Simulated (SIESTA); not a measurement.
Band structure of SiC (P6_3mc, 8 atoms in the cell).

```xyz
8
Lattice="3.0281 0.0000 0.0000 -1.5141 2.6224 0.0000 0.0000 0.0000 9.9134" Properties=species:S:1:pos:R:3 pbc="T T T"
Si     0.0000     0.0000     0.0000
Si     0.0000     0.0000     4.9567
Si     1.5141     0.8741     7.4368
Si     0.0000     1.7483     2.4801
C      0.0000     0.0000     8.0512
C      0.0000     0.0000     3.0946
C      1.5141     0.8741     5.5841
C      0.0000     1.7483     0.6274
```

Level of theory: GGA PBE, numerical atomic orbitals DZP, PseudoDojo PBE standard norm-conserving potentials (rewritten from UPF to PSML) run with SIESTA.

Settings: XC.functional = GGA; XC.authors = PBE; potentials = PseudoDojo PBE standard; PAO.BasisSize = DZP; PAO.EnergyShift = 0.01 Ry; MeshCutoff = 350 Ry; kgrid.MonkhorstPack = 12 12 4; OccupationFunction = MP; OccupationMPOrder = 0; ElectronicTemperature = 2320.9 K; MaxSCFIterations = 150; SCF.Mixer.Method = Pulay; SCF.Mixer.Weight = 0.2; SCF.Mixer.History = 6.

The starting cell was generated: these elements placed on a structure prototype, without a prior relaxation; it need not be a known phase or ordering of this composition. Its lattice was rescaled by a random factor within 2.5 % of one. Values carry the incompleteness of an atom-centred basis.

Predict the gap along the standard path and the places of the band edges.

The gap along the path is 2.20 eV, from Γ to M; the smallest direct gap on it is 3.32 eV.

Levels in eV from the top of the valence band on the path, bands 13 to 17:
```
point     13     14     15     16    17
-----  -----  -----  -----  -----  ----
Γ      -0.57  -0.06   0.00   0.00  5.62
M      -2.41  -2.27  -1.64  -1.12  2.20
K      -4.19  -3.03  -3.03  -1.69  3.97
A      -0.21  -0.21  -0.21  -0.21  5.88
L      -2.61  -2.61  -1.59  -1.59  2.63
H      -2.84  -2.84  -2.57  -2.57  3.21
```

Higher empty bands are left out: an atom-centred basis made for the valence describes them poorly.
